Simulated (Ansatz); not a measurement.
Start from MgSnO3 (space group R-3, No. 148; a = 5.279 Å, c = 14.107 Å (hexagonal axes); a cell from a computed database, its experimental status unchecked).

All numbers come from DFT with PBEsol, PAW potentials and a 420 eV plane-wave cutoff in Ansatz (a program for electronic structure), scalar-relativistic without spin-orbit coupling.

One change was made to it. Results:

The band gap drops by 0.08 eV to 2.66 eV; the smallest direct gap drops by 0.07 eV to 2.87 eV; the shortest interatomic distance rises by 0.007 Å to 2.046 Å; the density falls by 0.08 g/cm³ (5.59 g/cm³ → 5.51 g/cm³).

Task: What was done to the base?
A) pressure −2 GPa
B) pressure 5 GPa
C) pressure 10 GPa
D) pressure −1 GPa
E) pressure 3 GPa

Result: A, pressure −2 GPa. For comparison, the band gap in the other runs: pressure 10 GPa gives 3.08 eV; pressure −1 GPa gives 2.70 eV; pressure 3 GPa gives 2.85 eV; pressure 5 GPa gives 2.92 eV.

Load acts through the strain it causes; cell and atoms are relaxed under it. No phonon test of stability was made. Competing high-pressure phases were not computed.
